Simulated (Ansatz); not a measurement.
# How the equilibrium lattice constant a of zinc-blende NaI (model structure) moves with the method

No measured value is used here.

```json
[
 {"level (code)": "LDA (Ansatz)", "value (Å)": "6.890"},
 {"level (code)": "PBE (Ansatz)", "value (Å)": "7.163"},
 {"level (code)": "PBEsol (Ansatz)", "value (Å)": "7.061"}
]
```

Ansatz's density-functional and Hartree–Fock values are scalar-relativistic unless marked +SOC, with PAW data made under PBE.

A model structure was made by putting elements into a prototype or built by hand; it is no filed structure, need not be a known phase, and can be a saddle point held by its symmetry.

Ansatz is a first-principles code.
